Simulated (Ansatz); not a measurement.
The starting structures come from a database of crystals and need not be the phases stable at ambient conditions.

 Where the default PAW files enter, the runs use the earlier of Ansatz's two default sets.

By PBEsol, the system below comes out a metal.

The ballistic (Sharvin) conductance counts the channels at the Fermi level: G/A = (e²/h) × channels of both spins per area.

Data:

```xyz
2
Lattice="2.9223 0.0000 0.0000 0.0000 4.7017 0.0000 1.4612 0.0000 2.6067" Properties=species:S:1:pos:R:3 pbc="T T T"
Ag     1.4611     3.5262     0.8689
Ag     2.9223     1.1754     1.7378
```

Space group of this cell: Cmcm. The cell is strained (lengths along the current scaled by 1.03, ions clamped); by PBEsol its mean pressure is -6.6 GPa.

The current flows along the normal of the first two printed cell vectors. No spin-orbit coupling; the value is a mean over 0.1 eV about the Fermi level.

Task: Predict the ballistic conductance per area from PBEsol in Ansatz (a quantum-chemistry and plane-wave program).

Result: 0.82 × 10¹⁵ S/m² for both spins.
